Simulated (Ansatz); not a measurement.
A hypothetical phase is included: elements placed on a structure type, which no database files for this compound.

By r2SCAN, the system below comes out a metal.

Without scattering a metal conducts by its projected Fermi surface.

Input:

```
B
1.0
    2.84987     0.00000     0.00000
    0.00000     2.84987     0.00000
    1.42493    -1.42493     2.01516
B
2
Direct
  0.25000   0.25000   0.50000
  0.50000   0.50000   0.00000
```

The cell was relaxed by PBE-D3(BJ); by r2SCAN it stands under a pressure of 3.2 GPa.

The current flows along the normal of the first two printed cell vectors, the (001) plane of the conventional cell. No spin-orbit coupling; the value is a mean over 0.1 eV about the Fermi level.

Q: State the ballistic conductance per area according to r2SCAN run with Ansatz (a quantum-chemistry and plane-wave program).

A: 2.1 × 10¹⁵ S/m² for both spins.
